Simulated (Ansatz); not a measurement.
Consider GaN in the wurtzite structure (space group P6_3mc, No. 186; a = 3.183 Å, c = 5.184 Å). Axes: x lies along a and z along c of the hexagonal cell.

Calculations: Ansatz (a quantum-chemistry and plane-wave program), r2SCAN, PAW, cutoff 500 eV, no spin-orbit coupling, earlier PAW set.

Before the change:

The valence-band top at Γ is 0.00, 0.00, -0.04 eV.

The change: compressive biaxial strain of 2.25 % in the plane normal to [001], as in epitaxy on a mismatched substrate; the out-of-plane cell vector and the atoms relax.

Problem. How does this affect the ratio −ε⊥/ε∥ and valence-band top at Γ?

Solution. The ratio −ε⊥/ε∥ is 0.48; the valence-band top at Γ (three highest levels, from the VBM) goes from 0.00, 0.00, -0.04 eV to 0.00, 0.00, -0.27 eV.

The levels and masses belong to the bands next to the band gap. No phonon test of stability was made.
